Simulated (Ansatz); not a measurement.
Base system: CsPbBr3 in the cubic perovskite structure (space group Pm-3m, No. 221).

```xyz
5
Lattice="6.0028 0.0000 0.0000 0.0000 6.0028 0.0000 0.0000 0.0000 6.0028" Properties=species:S:1:pos:R:3 pbc="T T T"
Cs     0.0000     0.0000     0.0000
Pb     3.0014     3.0014     3.0014
Br     0.0000     3.0014     3.0014
Br     3.0014     3.0014     0.0000
Br     3.0014     0.0000     3.0014
```

Calculations: Kohn–Sham DFT with the PBE functional, run in Ansatz (an electronic-structure program) with PAW and 420 eV plane waves, no spin-orbit coupling.

For the base:

The valley order is R along ⟨111⟩ 1.78 eV; Γ 3.29 eV.

Modification: every lattice vector is shortened by 4.86 %; the atoms relax in the strained cell.

Estimate the effect on the valley order.

The valley order (the lowest conduction-band minima on the path, energy above the VBM, named in the base's zone) becomes R along ⟨111⟩ 1.14 eV; Γ 2.54 eV (base: R along ⟨111⟩ 1.78 eV; Γ 3.29 eV).

Estimate the effect on the energy relative to the base.

The energy rises by 64 meV/atom.

With Pb present, leaving out spin-orbit coupling can change the band edges. The levels and masses belong to the bands next to the band gap. Stability against distortions was not tested. Many cubic perovskites are stable only at high temperature; tilts and polar distortions were not tested. This is not the structure that CsPbBr3 has at room temperature and ambient pressure.
